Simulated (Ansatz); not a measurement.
CsCl-type RuAl, treated with PBEsol (plane waves, PAW; Ansatz, a program for electronic structure).

Settings: plane-wave cutoff 560 eV, 16×16×16 k mesh, Fermi–Dirac smearing 0.1 eV, perturbation theory, no spin polarisation, scalar-relativistic PAW data made under PBE.

Cell (relaxed at this level):

```xyz
2
Lattice="2.9760 0.0000 0.0000 0.0000 2.9760 0.0000 0.0000 0.0000 2.9760" Properties=species:S:1:pos:R:3 pbc="T T T"
Al     1.4880     1.4880     1.4880
Ru     0.0000     0.0000     0.0000
```

Give the computed TO(Γ) frequency.


TO(Γ) frequency: 321 cm⁻¹

The result took around 5 core-minutes (rough).
